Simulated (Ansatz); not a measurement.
```
CELL_PARAMETERS angstrom
     -0.02049     2.64659     2.63078
      2.64886    -0.01339     2.62369
      2.69882     2.68944    -0.06335
ATOMIC_POSITIONS crystal
  S  0.75040 0.75144 0.74473
  Zn 0.99960 0.99856 0.00527
```

No spin polarisation.

Level of theory: PBEsol (Ansatz, a first-principles code), spin-orbit coupling left out, earlier PAW set. Settings: 11×11×11 k-points, 0.05 eV Fermi–Dirac smearing.

Question: Predict the valence-band top at Γ, band gap and stress.

Answer: The valence-band top at Γ (three highest levels, from the VBM) comes out as 0.00, -0.07, -0.21 eV. The band gap comes out as 2.00 eV and the stress (xx, yy, zz, yz, xz, xy; compression positive) is (0.34, 0.49, 0.74, 1.05, 1.30, -0.56) GPa.

The cells carry an imposed strain or load. Stability against distortions was not tested. The cell was made from ZnS in the zinc blende structure (space group F-43m, No. 216) by this change: strain tensor (xx, yy, zz, yz, xz, xy) = (+0.21, −0.14, −0.73, −1.05, −1.32, +0.55) %.
